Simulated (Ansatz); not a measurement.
Ansatz (an electronic-structure program) run on CaAlSiH (P3m1, 4 atoms in the cell): self-consistent single point.

Computed with PBEsol, default PAW files made with PBE (plane waves; Ansatz).

```
CELL_PARAMETERS angstrom
      4.13085     0.00000     0.00000
     -2.06542     3.57742     0.00000
      0.00000     0.00000     4.68414
ATOMIC_POSITIONS crystal
  Ca 0.00000 0.00000 0.01059
  Al 0.66667 0.33333 0.45711
  Si 0.33333 0.66667 0.56589
  H  0.66667 0.33333 0.08378
```

Reference input (self-consistent single point, DFT, PBEsol, plane waves, default PAW files made with PBE): basis.ecutwfc = 420 eV; kpoints.mp_grid.grid = 7 7 5; hamiltonian.xc = pbesol; hamiltonian.pseudopotentials = {kind: paw} (the program's default PAW files); scf.occupations.method = fermi_dirac; scf.occupations.width = 0.01 eV. This run's input differs from it in these lines:

Ansatz 0.2 input:
```diff
@@ -15,3 +15,3 @@
   mp_grid:
-    grid: [7, 7, 5]
+    grid: [6, 6, 5]
 hamiltonian:
```

Output, abridged:

```
SCF iter   1: F=—  HF=-2957.069199 eV  |F-HF|=—  |Δ(HF+E_count)|=         —  Δρ=5.08e-3  dr2=2.04e-2  ethr=1.77e-3  ⟨swp⟩=7.3  Hψ=2579  notcnv=0
all-band conjugate gradients solve this SCF's bands
preconditioner: auto → none
SCF iter   2: F=—  HF=-2957.063157 eV  |F-HF|=—  |Δ(HF+E_count)|=   6.04e-3  Δρ=1.77e-3  dr2=1.98e-3  ethr=1.13e-4  ⟨swp⟩=2.8  Hψ=794  notcnv=0
SCF iter   3: F=—  HF=-2957.062770 eV  |F-HF|=—  |Δ(HF+E_count)|=   3.87e-4  Δρ=3.51e-4  dr2=1.08e-4  ethr=1.10e-5  ⟨swp⟩=2.0  Hψ=568  notcnv=0
SCF iter   4: F=—  HF=-2957.062757 eV  |F-HF|=—  |Δ(HF+E_count)|=   1.34e-5  Δρ=1.28e-4  dr2=1.29e-5  ethr=6.01e-7  ⟨swp⟩=2.0  Hψ=483  notcnv=0
SCF iter   5: F=—  HF=-2957.062778 eV  |F-HF|=—  |Δ(HF+E_count)|=   2.14e-5  Δρ=3.09e-5  dr2=9.21e-7  ethr=7.17e-8  ⟨swp⟩=2.3  Hψ=567  notcnv=0
SCF iter   6: F=-2957.062778 eV  HF=-2957.062778 eV  |F-HF|=1.28e-8  |Δ(HF+E_count)|=   1.70e-7  Δρ=8.00e-6  dr2=4.66e-8  ethr=5.56e-10  ⟨swp⟩=5.1  Hψ=1697  notcnv=0
SCF 1 converged in 6 iterations: F = -2957.062778 eV  dr2 = 4.66e-8
Free energy (F): -2957.062778 eV
Internal energy: -2957.062778 eV  (E = F + TS)
E sigma→0 (E₀):  -2957.062778 eV
Fermi energy:    6.955512 eV
--- Forces (eV/Å), atoms counted from 1 ---
  atom   1  Ca     0.00000000     0.00000000    -0.15016591
  atom   2  Al     0.00000000     0.00000000     0.18413667
  atom   3  Si     0.00000000    -0.00000000     0.05000907
  atom   4  H      0.00000000    -0.00000000    -0.08393355
--- Stress (GPa, compression-positive) ---
       -1.038227       0.000000       0.000000
        0.000000      -1.038227       0.000000
        0.000000       0.000000      -1.588496
  P = ⅓ Tr σ = -1.2217 GPa (-12.217 kbar)
  The stress holds the Pulay correction. Without it, at fixed plane waves, as pw.x and ABINIT print it: P = -1.2673 GPa
```

The run converged in 6 iterations. Against the reference run the free energy rises by 1.5 meV/atom, the pressure stays at -1.22 GPa, the largest force hardly changes (0.181 to 0.184 eV/Å) and the gap on the mesh goes from 0.529 to 0.556 eV.

The starting cell comes from a database of computed structures (which also holds hypothetical and non-ambient phases and stackings), without a prior relaxation at this level. Its lattice was rescaled by up to half a per cent. One atom was moved a little off its site on purpose. Ansatz's pressure includes its estimate of the finite-basis (Pulay) stress. Another mesh or the band path of this cell gives a smaller gap, so this value is not converged in the mesh.
